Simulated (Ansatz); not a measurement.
Given:

```xyz
5
Lattice="4.0054 0.0000 0.0000 0.0000 4.0054 0.0000 0.0000 0.0000 3.8887" Properties=species:S:1:pos:R:3 pbc="T T T"
Ba     0.0000     0.0000     0.0000
Ti     2.0027     2.0027     1.9443
O      2.0027     0.0000     1.9443
O      0.0000     2.0027     1.9443
O      2.0027     2.0027     0.0000
```

No spin polarisation.

Calculations: LDA/PAW in Ansatz (a first-principles code), no spin-orbit coupling. k-mesh 8×8×8 (Γ-centred); smearing 0.05 eV (Fermi–Dirac).

Q: Predict the gap character and smallest direct gap.

A: The gap character is indirect, A → Γ. The smallest direct gap is 1.79 eV.

The cells carry an imposed strain or load. Stability against distortions was not tested. All final runs are without spin polarisation. The cell was made from BaTiO₃ in the cubic perovskite structure (space group Pm-3m, No. 221) by this change: biaxial strain +1.80 %, plane normal [001], relaxed out of plane. Many cubic perovskites are stable only at high temperature; tilts and polar distortions were not tested. This is not the structure that BaTiO3 has at room temperature and ambient pressure.
